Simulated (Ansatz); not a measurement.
# MgS: energy against strain

MgS (rock salt, Fm-3m, 17.394 Å³/atom at rest, cube axes along x, y and z) under a strain ε along a cube axis (axis z), the other axes held. PBEsol in Ansatz, a plane-wave DFT program (PAW, default set), 420 eV, 11×11×11 Γ-centred mesh, Fermi-Dirac smearing 0.05 eV; ions are relaxed within the symmetry of each cell.

Here s stands for strain and y for E less E0.

```
strain (%)  E less E0 (meV/atom)
----------  --------------------
-3.00                          ?
-1.50                       1.98
-1.00                       0.86
-0.50                       0.21
0.00                        0.00
0.50                        0.20
1.00                        0.80
1.50                        1.76
```

Problem. Using a parabola, estimate the missing y at s = -3.00 from the other rows, showing the fit.

Solution. Least squares gives y = -0.002 - 0.0564·s + 0.8319·s². Residuals (row less fit): 0.026, -0.026, -0.024, 0.002, 0.022, 0.027, -0.025; standard error 0.031 (degrees of freedom: 4). Twice the quadratic coefficient over the volume, 2 × 0.8319 meV × 10⁴ × 0.1602 / 17.394 Å³, is the elastic constant C11 = 153 ± 2 GPa. At the withheld row, y = -0.002 - 0.0564 × (-3.0) + 0.8319 × (-3.0)² = 7.654 meV/atom. The calculation gives 8.41 meV/atom, 0.756 meV/atom above the prediction (9.0 % of the range of y in the table). The row lies outside the fitted rows, so this is an extrapolation. From the scatter of the fitted rows alone, a prediction at this place has a standard error of 0.117 meV/atom, so the miss is 6.5 times that.

One order more, fitted to all 13 runs of the series, follows each within 0.01, so the miss is the next term of a smooth law. Rows are the converged runs of the series near zero and its far end; series whose fitted rows scatter by over a few per cent of the range, as at a crossing or softening among them, aren't shown in this form. Most that stay on the fit to the last digits aren't either.
